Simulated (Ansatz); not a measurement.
**A computed series for AgCl: response to strain**

Base system: AgCl in the rock salt structure (space group Fm-3m, No. 225; a = 5.447 Å).

Strains are applied to the cell and any free atomic positions relax.

The values are results of Ansatz (an electronic-structure program), PBEsol, PAW, cutoff 420 eV, without spin-orbit coupling, not measurements.

Candidates:
(a) isotropic strain −1.50 %
(b) isotropic strain −0.50 %
(c) isotropic strain −3.00 %
(d) isotropic strain −1.00 %

Notes on the quantities. energy relative to the base: free energy F.

Order them by energy relative to the base, highest first.

(c) isotropic strain −3.00 % (+33 meV/atom), (a) isotropic strain −1.50 % (+7.7 meV/atom), (d) isotropic strain −1.00 % (+3.4 meV/atom), (b) isotropic strain −0.50 % (+0.8 meV/atom)

Whether these cells are dynamically stable was not tested.
